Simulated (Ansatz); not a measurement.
The (331) face of germanium can be cut between different planes. Symmetric, stoichiometric slabs relaxed in the 1x1 cell (36.2 Å²): top plane Ge, 0.33 Å over the next in the ideal cut; top plane Ge, 0.99 Å over the next in the ideal cut.

Method: PBE (plane waves to 420 eV, PAW; Ansatz, a quantum-chemistry and plane-wave program).

Put the candidates in order of surface energy, lowest first, for PBE.

the cut with an outer spacing of 0.33 Å (1.00 J/m²), the cut with an outer spacing of 0.99 Å (1.03 J/m²; 4 Ge–Ge bonds formed)
